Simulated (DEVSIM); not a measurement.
System: illuminated In0.53Ga0.47As p-on-n cell, one wavelength, at 300 K.

Layer 1 from the left is In0.53Ga0.47As, thickness (μm) 0.670, Na (cm⁻³) 6.6e17, τn (s) 1.2e-10, τp (s) 3.1e-10, absorption coefficient (cm⁻¹) 6100. Layer 2 from the left is In0.53Ga0.47As, thickness (μm) 3.40, Nd (cm⁻³) 7.4e16, τn (s) 2.6e-9, τp (s) 2.6e-9, absorption coefficient (cm⁻¹) 6100.

Left contact: ohmic, minority electron recombination velocity 30000 cm/s. Right contact: ohmic, minority hole recombination velocity 2000 cm/s. Voltage is applied to the left contact. Recombination: SRH at mid-gap, radiative, Auger. Light enters at the left, 7.8e16 photons cm⁻² s⁻¹, one pass, no reflection. Mobility is μmin + (μ − μmin)/(1 + (N/Nref)^α).

This is a model device: material constants are rounded textbook-type values typed into the input, and sizes, dopings and lifetimes were drawn at random. Values at 300 K.

In0.53Ga0.47As: gap (eV) 0.74, affinity (eV) 4.51, permittivity 13.9, Nc (cm⁻³) 2.1e17, Nv (cm⁻³) 7.7e18, μn (cm²/Vs) 12000, μp (cm²/Vs) 300, μn,min 300, μp,min 10, Nref,n 1.3e17, Nref,p 4.9e17, αn 0.48, αp 0.4, B (cm³/s) 9.6e-11, Cn (cm⁶/s) 5e-29, Cp (cm⁶/s) 5e-29.

Model (solved in DEVSIM): 1D drift-diffusion, Boltzmann statistics, complete ionisation; no tunnelling, impact ionisation, image-force lowering or self-heating.

Task: What does the simulation give for the share of generated pairs collected at short circuit, the largest field in the device at zero bias, the dark forward voltage at 1 A/cm², the short-circuit current?

Result: share of generated pairs collected at short circuit 0.656; largest field in the device at zero bias 100000 V/cm; dark forward voltage at 1 A/cm² 0.404 V; short-circuit current 7.51 mA/cm².
